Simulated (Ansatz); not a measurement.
The starting structures come from a database of crystals and need not be the phases stable at ambient conditions.

Tunnelling through a barrier is set by its complex band structure: the current falls as exp(−2κd) with the smallest κ.

Data:

```xyz
18
Lattice="7.0391 0.0000 0.0000 3.4318 6.9853 0.0000 3.5195 0.0000 4.1207" Properties=species:S:1:pos:R:3 pbc="T T T"
Mg     1.7598     0.0000     2.0603
Mg     6.9952     3.4926     2.0603
H      7.1581     1.4258     0.4152
H      6.8323     5.5594     3.7055
H      1.5968     2.0668     0.4152
H     12.3936     4.9185     3.7055
Se     9.6129     5.2390     3.4237
Se     4.3775     1.7463     0.6970
O      8.9055     4.0742     2.4797
O      5.0849     2.9111     1.6409
O     10.3203     6.4038     2.4797
O      3.6701     0.5815     1.6409
O      4.9043     5.9313     0.2703
O      9.0861     1.0539     3.8504
O      7.2825     4.5466     0.2703
O      6.7079     2.4387     3.8504
O      6.0934     5.2390     3.1089
O      7.8970     1.7463     1.0118
```

Space group of this cell: C2/c. The cell is taken as given; by r2SCAN its mean pressure is -6.0 GPa.

Transport runs along the normal of the first two printed cell vectors.

No gap correction and no spin-orbit coupling; mid-gap values are interpolated between computed energies.

**Question.** State the band gap and the smallest decay constant κ at mid-gap according to Ansatz (a quantum-chemistry and plane-wave program) with r2SCAN.

**Answer.** Gap 4.09 eV on a 8×6×8 mesh; κ = 0.397 1/Å, at the zone centre.
